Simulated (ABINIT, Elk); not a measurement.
An Elk input for a self-consistent single point of ScBPt3 (Pm-3m, 5 atoms in the cell) (DFT, LDA (PW92), all-electron FP-LAPW, Elk's shipped species files, APW+lo basis with extra local orbitals):

```
tasks
  0

xctype
  3

rgkmax
  7.5

gmaxvr
  14.0

nxlo
  2

lorbcnd
  .true.

rmtscf
  0.82

lmaxi
  2

stype
  0

swidth
  0.00183747

avec
    8.0696181015    0.0000000000    0.0000000000
    0.0000000000    8.0696181015    0.0000000000
    0.0000000000    0.0000000000    8.0696181015

sppath
  'species/'

atoms
  3   : nspecies
  'Sc.in'   : spfname
  1   : natoms; atposl, bfcmt below
  0.0000000000  0.0000000000  0.0000000000    0.0 0.0 0.0
  'B.in'   : spfname
  1   : natoms; atposl, bfcmt below
  0.5000000000  0.5000000000  0.5000000000    0.0 0.0 0.0
  'Pt.in'   : spfname
  3   : natoms; atposl, bfcmt below
  0.0000000000  0.5000000000  0.5000000000    0.0 0.0 0.0
  0.5000000000  0.0000000000  0.5000000000    0.0 0.0 0.0
  0.5000000000  0.5000000000  0.0000000000    0.0 0.0 0.0

ngridk
  5 5 5
```

**Question.** Write the same calculation as an input for ABINIT.

**Answer.** This is the input that was run; spellings and numerical settings could be chosen otherwise.

```
# ScBPt3, PseudoDojo nc-sr-04 LDA standard
pp_dirpath "./"
pseudos "Sc.upf, B.upf, Pt.upf"
acell 3*1.0
rprim
         8.0696181015    0.0000000000    0.0000000000
         0.0000000000    8.0696181015    0.0000000000
         0.0000000000    0.0000000000    8.0696181015
natom 5
ntypat 3
znucl 21 5 78
typat 1 2 3 3 3
xcart
         0.0000000000    0.0000000000    0.0000000000
         2.1351290000    2.1351290000    2.1351290000
         0.0000000000    2.1351290000    2.1351290000
         2.1351290000    0.0000000000    2.1351290000
         2.1351290000    2.1351290000    0.0000000000
      Angstrom
ecut 84 Ry
occopt 7
tsmear 0.05 eV
nband 43
kptopt 1
ngkpt 5 5 5
nshiftk 1
shiftk 0 0 0
nstep 80
tolvrs 1.0e-12
prtwf 0
prtden 0
enunit 2
```

Basis settings and potentials, where a program has them, do not carry over. This input uses DFT, LDA (PW92), plane waves, norm-conserving pseudopotentials (PseudoDojo nc-sr-04 LDA standard). LDA parametrisations can differ slightly between programs.

The starting cell comes from a database of computed structures (which also holds hypothetical and non-ambient phases and stackings), without a prior relaxation at this level. Its lattice was rescaled by a random factor within 2.5 % of one.
